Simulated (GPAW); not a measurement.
A self-consistent single point of Li2Cu3Ge (P1, 6 atoms in the cell) with GPAW.

Method: PBEsol, GPAW PAW datasets PBEsol (made by gpaw-setup) (plane waves; GPAW).

```
Li2Cu3Ge
1.0
    2.48373     1.43398     3.94919
   -2.48373     1.43398     3.94919
    0.00000    -2.86796     3.94919
Li Cu Ge
2 3 1
Cartesian
  0.03327  -0.01592   7.45341
  0.01894  -0.01075   4.42363
 -1.26377   0.69314   1.99893
 -0.07818  -1.41198   1.95943
  1.32376   0.76270   1.97602
 -0.03401  -0.01719  -0.04007
```

Reference input (self-consistent single point, DFT LDA (Perdew-Wang 92), plane waves, GPAW PAW datasets LDA (gpaw-data 1.0.1)): mode = pw; ecut = 800 eV; xc = LDA; kpts = 4 4 4; mesh shift (steps) = 0 0 0; occupations.name = methfessel-paxton; occupations.width = 0.1 eV; occupations.order = 0; nbands = -12; convergence.density = 1e-05 e/electron; symmetry.symmorphic = false; symmetry.tolerance = 0.0005. This run's input differs from it in these lines:

```diff
@@ -17,3 +17,3 @@
 calc = GPAW(mode={'name': 'pw', 'ecut': 800},
-            xc='LDA',
+            xc='PBEsol',
             kpts={'size': (4, 4, 4), 'gamma': True},
```

Its files differ too (potentials: GPAW PAW datasets PBEsol (made by gpaw-setup)).

Log, with long lists cut:

```
     iter     time        total  log10-change:
                         energy   eigst   dens
iter:   1 --:--:--   -28.831757
iter:   2 --:--:--   -25.080569   -1.57  -0.98
iter:   3 --:--:--   -22.754703   -0.82  -1.15
iter:   4 --:--:--   -22.785226   -1.82  -1.55
iter:   5 --:--:--   -22.820762   -2.04  -1.66
iter:   6 --:--:--   -22.629217   -2.07  -1.87
iter:   7 --:--:--   -22.653037   -2.40  -2.30
iter:   8 --:--:--   -22.628750   -2.42  -2.20
iter:   9 --:--:--   -22.624249   -4.38  -2.59
iter:  10 --:--:--   -22.622485c  -4.09  -2.80
iter:  11 --:--:--   -22.622867c  -4.11  -3.05
iter:  12 --:--:--   -22.622520c  -5.30  -3.35
iter:  13 --:--:--   -22.622390c  -5.34  -3.59
iter:  14 --:--:--   -22.622347c  -5.71  -3.70
iter:  15 --:--:--   -22.622350c  -6.10  -3.80
iter:  16 --:--:--   -22.622358c  -5.74  -3.85
iter:  17 --:--:--   -22.622350c  -7.05  -4.09
iter:  18 --:--:--   -22.622340c  -6.24  -4.20
iter:  19 --:--:--   -22.622340c  -8.53c -4.56
iter:  20 --:--:--   -22.622339c  -7.80c -4.61
iter:  21 --:--:--   -22.622339c  -8.28c -5.01c
Converged after 21 iterations.

Dipole moment: (2.198271, 0.690848, 2.442085) |e|*Ang

Energy contributions relative to reference atoms: (reference = -192411.273154)

Kinetic:        -26.033989
Potential:      +19.594089
External:        +0.000000
XC:             -16.443810
Entropy (-ST):   -0.010390
Local:           +0.266567
SIC:             +0.000000
--------------------------
Free energy:    -22.627534
Extrapolated:   -22.622339

Showing only first 2 kpts
 Kpt  Band  Eigenvalues  Occupancy
  0    17      3.96488    2.00000
  0    18      3.98743    2.00000
  0    19      5.93776    0.00000
  0    20      6.08849    0.00000

  1    17      3.84597    2.00000
  1    18      4.35339    2.00000
  1    19      5.20756    0.28170
  1    20      6.98320    0.00000

Fermi level: 5.13144

No gap
   [... lines left out ...]
  0 Li   -0.10439    0.01096   -0.05136
  1 Li   -0.07633   -0.01039   -0.02430
  2 Cu    0.56019    0.14080   -0.25565
  3 Cu    0.46881    0.23823   -0.03507
  4 Cu   -1.12863   -0.63923   -0.56669
  5 Ge    0.28047    0.25953    0.93329

Stress tensor:
     0.009103     0.000207    -0.001655
     0.000207     0.009905    -0.001287
    -0.001655    -0.001287     0.001026
Stress (GPa, Voigt): [ 1.4585  1.587   0.1643 -0.2062 -0.2652  0.0331]
```

The run converged in 21 iterations. GPAW prints stress with tension positive. Against the reference run the pressure goes from -4.50 to -1.07 GPa and the largest force goes from 1.275 to 1.415 eV/Å.

The starting cell comes from a database of computed structures (which also holds hypothetical and non-ambient phases and stackings), without a prior relaxation at this level. Its atoms were displaced at random from the sites of space group no. 166. Spin polarisation is off. Forces in this geometry exceed 1 eV/Å.

Cost on one core of a shared machine: roughly 60 s.
